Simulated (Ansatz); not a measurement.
BAs under load (space group I-4m2), r2SCAN with spin-orbit coupling, rigid bands (Ansatz, a first-principles code). Condition of this run: biaxial stress in (001) of 3.2 GPa (compression positive) (the target of the relaxation). Band gap 1.16 eV, N_c = 2.30e19 cm⁻³ and N_v = 4.31e18 cm⁻³ at 300 K, conductivity masses along y (a = (0.00, 2.36, 2.40) Å; b = (2.36, 0.00, 2.40) Å; c = (2.36, 2.36, 0.00) Å) of 0.360 mₑ (electrons) and 0.331 mₑ (holes). Take k_BT = 0.02585 eV.

Q: A film of it is 2 nm thick, with its normal along the direction named. Estimate the confinement energies in an infinite well.

A: ħ²π²/(2m t²) = 0.376 eV·nm²/(m/mₑ × t²) gives 261 meV for electrons and 284 meV for holes, so the gap would widen to about 1.71 eV. Finite barriers and nonparabolic bands lower this, and with several valleys or bands the heaviest mass along the normal sets the lowest level, not this average.

Q: What thermal injection velocity √(2k_BT/πm) limits a ballistic channel along the direction named?

A: 8.97e6 cm/s for electrons and 9.35e6 cm/s for holes, a ratio of √(m_h/m_e) = 0.959, for dilute carriers.

Q: Find the intrinsic carrier density and the intrinsic Fermi level.

A: n_i = √(N_c N_v) exp(−E_g/2k_BT) = 9.96e18 × exp(−22.44) = 1.8e9 cm⁻³. The level lies (k_BT/2) ln(N_v/N_c) = -22 meV from mid-gap (positive towards the conduction band). Each 0.1 eV added to the gap lowers n_i by a factor of 6.9.

Rigid bands with the computed gap; masses take one relaxation time for all states. Geometry: cell and atoms relaxed with PBEsol.
